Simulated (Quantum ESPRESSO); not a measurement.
# Habitual settings against a tight run: LaIn2 (Imma, 6 atoms in the cell)

Self-consistent single point.

```
LaIn2
1.0
    2.39820     3.88186     4.62605
   -2.39820     3.88186     4.62605
   -2.39820    -3.88186     4.62605
La In
2 4
Direct
  0.44048   0.25000   0.19048
  0.55952   0.75000   0.80952
  0.15977   0.94681   0.21296
  0.84023   0.05319   0.78704
  0.15977   0.55319   0.60658
  0.84023   0.44681   0.39342
```

Level of theory: LDA (PZ), GBRV 1.5 ultrasoft (LDA) pseudopotentials (plane waves; Quantum ESPRESSO).

Base settings: ecutwfc = 40 Ry; ecutrho = 200 Ry; occupations = smearing; smearing = methfessel-paxton; degauss = 0.019992 Ry; potentials = {La: la_lda_v1.uspp.F.UPF, In: in_lda_v1.4.uspp.F.UPF}; K_POINTS = automatic 5 5 5 0 0 0; conv_thr = 1e-10 Ry.

Tight run (finer mesh or higher cutoff; not a proven limit): ecutwfc: 40 Ry → 56 Ry; ecutrho: 200 Ry → 280 Ry; conv_thr: 1e-10 Ry → 7.3e-11 Ry; K_POINTS: automatic 5 5 5 0 0 0 → automatic 7 7 7 0 0 0. It gave Fermi level (on the code's own zero) 10.76 eV; pressure -4.66 GPa; largest force (vector length) 0.026 eV/Å.

Quick runs, as changes from the base:
- A: the base itself
- B: K_POINTS: automatic 5 5 5 0 0 0 → automatic 4 4 4 0 0 0
- C: ecutwfc: 40 Ry → 35 Ry; ecutrho: 200 Ry → 280 Ry; pseudopotentials: {La: la_lda_v1.uspp.F.UPF, In: in_lda_v1.4.uspp.F.UPF} → {La: La.GGA-PBE-paw-v1.0.UPF, In: In.pbe-dn-rrkjus_psl.0.2.2.UPF}; K_POINTS: automatic 5 5 5 0 0 0 → automatic 2 2 2 0 0 0; input_dft: default → pbesol [PBEsol]
- D: ecutwfc: 40 Ry → 32 Ry; ecutrho: 200 Ry → 160 Ry; K_POINTS: automatic 5 5 5 0 0 0 → automatic 6 6 6 0 0 0
- E: ecutwfc: 40 Ry → 32 Ry; ecutrho: 200 Ry → 160 Ry; smearing: methfessel-paxton → fermi-dirac; degauss: 0.019992 Ry → 0.036749 Ry; K_POINTS: automatic 5 5 5 0 0 0 → automatic 2 2 2 0 0 0

Energies are extrapolated to zero smearing width, which holds to low order in the width alone (under cold and Methfessel-Paxton smearing the free energy itself is taken).

Dashes: energy of C, another energy zero.

† marks runs with another functional, U, potentials or spin treatment: their distance from the tight run is not a convergence error alone.

The count of work is k-points × plane waves × bands × iterations; it is no time. Core times come from one kind of shared machine and are given to one figure; runs under 30 s give none.

The starting cell comes from a database of computed structures (which also holds hypothetical and non-ambient phases and stackings), without a prior relaxation at this level. Its lattice was rescaled by a random factor within 2.5 % of one. In the base run, with a pressure of about -5 GPa the cell is away from its equilibrium volume at this level.

```csv
run,energy less tight (meV/atom),pressure less tight (GPa),largest miss in a force vector (eV/Å),count of work / tight,core time / tight (rough)
A,35.7,-0.57,0.010,0.26,0.3
B,36.0,-0.51,0.029,0.17,0.2
C†,–,1.29,0.350,0.048,0.2
D,57.6,-1.37,0.017,0.31,0.3
E,61.8,-0.12,0.153,0.037,0.08
```

Among the runs at the tight run's level, the energy misses run from 35.7 to 61.8 meV/atom.

Left out of this page: 1 run of the series outside the window shown, repeating another row's setting, or not comparable.
